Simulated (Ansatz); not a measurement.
For TaSi (model structure, started from the TiAs type, P6₃/mmc, No. 194, 8 atoms in the cell), PBE (plane waves, PAW; Ansatz, a quantum-chemistry and plane-wave program) gives:

| Quantity | Value |
|---|---|
| equilibrium lattice constant a | 3.600 Å |
| c axis length | 12.207 Å |

### Question
What does PBE-D3(BJ) in Ansatz (plane waves, PAW) give for the same quantities?

### Answer

- lattice constant a: 3.554 Å (drops by 1.3 %)
- lattice parameter c: 12.141 Å (falls by 0.5 %)

Changes are worked out from the printed values.

Unless a cell is named, each level is at its own relaxed cell (PBE 17.13, PBE-D3(BJ) 16.61 Å³/atom).

Levels without +SOC leave out spin–orbit coupling, which shifts energies and cells of such heavy elements.

Ansatz's density-functional and Hartree–Fock values are scalar-relativistic unless marked +SOC, with PAW data made under PBE.

A model structure was made by putting elements into a prototype or built by hand; it is no filed structure, need not be a known phase, and can be a saddle point held by its symmetry.
